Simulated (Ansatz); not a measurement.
Start from BiP in the zinc blende structure (space group F-43m, No. 216; a = 6.4082 Å; a hypothetical phase, not in the database extracts checked; relaxed with 0.1 eV smearing). Axes: x, y, z lie along the cube axes.

Calculations: Kohn–Sham DFT with the PBEsol functional, run in Ansatz (an electronic-structure program) with PAW and 420 eV plane waves, without spin-orbit coupling.

For the base:

```
Property                        Result
-----------------------------  -------
Shortest interatomic distance  2.775 Å
```

One thing is altered: uniaxial stress, 5 GPa compression along x, with the cell and atoms free to relax against it.

Task: What happens to the energy relative to the base?

Result: The energy falls by 67 meV/atom.

Task: What does the calculation give for the shortest interatomic distance after the change?

Result: The shortest interatomic distance goes up by 0.109 Å, from 2.775 Å to 2.884 Å.

Task: Predict the new strain response.

Result: The strain response (xx, yy, zz) amounts to (−52.82, +22.82, +22.82) %.

Beyond what the load breaks, stability against distortions was not tested. The final runs are not spin-polarised. Under uniaxial stress, 5 GPa compression along x the cell changed shape so far that it is another structure.
